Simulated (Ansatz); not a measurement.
Here is the system:

End structure of Ag on the 1x1 (0001) surface of hcp Ti, one in a 2x2 cell, started at the site 'hollow Ti-Ti-Ti':

```
CELL_PARAMETERS angstrom
      5.87727     0.00000     0.00000
     -2.93864     5.08987     0.00000
      0.00000     0.00000    26.00000
ATOMIC_POSITIONS crystal
  Ti 0.33333 0.16667 0.36988
  Ti 0.33333 0.66667 0.36988
  Ti 0.83333 0.16667 0.36988
  Ti 0.83333 0.66667 0.36988
  Ti 0.16667 0.33333 0.45305
  Ti 0.16667 0.83333 0.45305
  Ti 0.66667 0.33333 0.45305
  Ti 0.66667 0.83333 0.45305
  Ti 0.33333 0.16667 0.54340
  Ti 0.33559 0.66779 0.54788
  Ti 0.83221 0.16441 0.54788
  Ti 0.83221 0.66779 0.54788
  Ti 0.17236 0.32764 0.63006
  Ti 0.17236 0.84472 0.63006
  Ti 0.65528 0.32764 0.63006
  Ti 0.66667 0.83333 0.63514
  Ag 0.00000 0.50000 0.71205
```

Model: 17-atom slab, 6.8 Å thick at the start under the adsorbate (thin: gaps and levels are the slab's own), 6x6x1 mesh, Fermi-Dirac 0.1 eV, dipole correction, 8 atoms held, the rest relaxed; symmetry of the start imposed; no spin, no spin-orbit, no U, no dispersion correction. At the end it is bonded to 3 Ti. In PBE it is, or lies within 0.03 eV of, the lowest of the starts that converged.

A negative adsorption energy means that the adsorbate is more stable on the surface than in its reference.

### Question
Predict the change of the step from the bottom to the top vacuum level, against the clean slab from PBE (Ansatz, a program for electronic structure).

### Answer
-0.55 eV

### Question
What is the computed adsorption energy against an atom of fcc Ag (PBE)?

### Answer
-0.39 eV

### Question
Estimate the change of the work function that PBE returns for this input.

### Answer
-0.57 eV

### Question
Estimate the work function of the top face that PBE returns for this input.

### Answer
3.82 eV
